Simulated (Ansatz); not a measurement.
Cost and result by functional for the surface energy of the (21-32) surface of hcp Lu in its 1x1 cell, outermost plane spacing 0.71 Å in the ideal cut, in Ansatz (plane waves, PAW). Single points on the PBE structure, on one kind of machine; costs are rough ratios of the slab run's core time (references not counted) to the cheapest single point. r2SCAN's cost holds its higher cutoff (500 against 420 eV). Differences are taken against r2SCAN for comparison alone: no measured value is at hand, so the table doesn't rank accuracy.

Model: 20-atom slab, 10.2 Å thick at the start (thin: gaps and levels are the slab's own), 6x5x1 mesh, Fermi-Dirac 0.1 eV, dipole correction, all atoms relaxed; start symmetry kept, larger cells not searched; no spin, no spin-orbit, no U. These notes are the PBE run's.

```
functional                     relative cost  surface energy (J/m²)  less r2SCAN (J/m²)
-----------------------------  -------------  ---------------------  ------------------
PBEsol                                     1                   1.34                0.00
LDA                                        1                   1.39                0.05
RPBE                                       1                   1.12               -0.22
r2SCAN                                     2                   1.34                0.00
PBE (the relaxed run's value)              –                   1.22               -0.12
```

The values span 0.27 J/m², while the single points' costs differ by a factor of roughly 2. Differences are of unrounded values.

Ansatz is a program for electronic structure.
